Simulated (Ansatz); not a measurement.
Response to strain in AlN

Consider AlN in the zinc blende structure (space group F-43m, No. 216; a = 4.370 Å). Axes: x, y, z lie along the cube axes.

Strains are applied to the cell and any free atomic positions relax; under biaxial strain the out-of-plane vector relaxes too.

All numbers come from Ansatz (a first-principles code), r2SCAN, PAW, cutoff 500 eV, no SOC.

| biaxial strain, plane normal [001], relaxed out of plane (%) | out-of-plane strain (%) |
|---|---|
| 0 | 0.00 |
| 0.5 | -0.53 |
| 1 | -1.07 |
| 1.5 | -1.63 |
| 2 | ? |
| 2.5 | -2.80 |
| 3 | -3.40 |

### Question
Fit ε⊥ = −νε + γε² (strains in %) to the rows shown and predict the withheld row.

### Answer
Least squares on the printed values gives ν = 1.04 (the biaxial Poisson response) and γ = -0.031 (largest residual 0.00 %); this predicts -2.21 %, and the run gives -2.21 %, in agreement.

No phonon test of stability was made. This is not the structure that AlN has at room temperature and ambient pressure.
